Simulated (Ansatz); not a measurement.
Consider Pt in the fcc (Cu type) structure (space group Fm-3m, No. 225; a = 3.942 Å; relaxed with 0.1 eV smearing). Axes: x, y, z lie along the cube axes.

Method: r2SCAN/PAW in Ansatz (a quantum-chemistry and plane-wave program), spin-orbit coupling left out.

For the base:

- Shortest interatomic distance: 2.787 Å
- Pressure: 0.0 GPa

The change: a pure shear with ε_xy = ε_yx = 0.0114, atoms relaxed at fixed cell.

**Question.** What happens to the energy relative to the base?

**Answer.** The energy grows by 1.8 meV/atom.

**Question.** How does this affect the shortest interatomic distance?

**Answer.** The shortest interatomic distance shrinks by 0.032 Å, from 2.787 Å to 2.755 Å.

**Question.** Estimate the effect on the pressure.

**Answer.** The pressure (mean of the normal stresses, compression positive) is nearly the same (0.0 GPa against 0.1 GPa).

The cells carry an imposed strain or load. Whether these cells are dynamically stable was not tested. All final runs are without spin polarisation.
